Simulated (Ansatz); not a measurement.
Structures of equal composition on the (100) surface of 3C silicon carbide (Si plane on top): 1x1 symmetric dihydride; 1x1 canted dihydride. The slabs share one bottom face, and each structure is named by its start. These are constructed structures in small cells; real faces may alloy, dewet or reconstruct in larger ones, and not all known structures of the face are among them. Slabs of about 9 Å with all that they carry, Fermi-Dirac smearing of 0.025 eV. Bottom of the slabs: dihydride, held. Relaxed from the named starts with such symmetry as they have, on meshes of like density; energies extrapolated to zero smearing; no spin-orbit coupling, no U. Spin-polarised runs, if any, are marked in brackets, and their order is one that fits the cell; the others ran without spin. Where a second, spin-polarised start was run, the lower counts.

Host crystal: 3C silicon carbide, with a band gap (PBE, scalar-relativistic without spin-orbit coupling).

Calculation: PBE (plane waves to 420 eV, PAW; Ansatz, a first-principles code).

**Question.** Put the candidates in order of energy per 1x1 cell, lowest first, for PBE.

**Answer.** 1x1 canted dihydride (0.000 eV), 1x1 symmetric dihydride (1.411 eV)
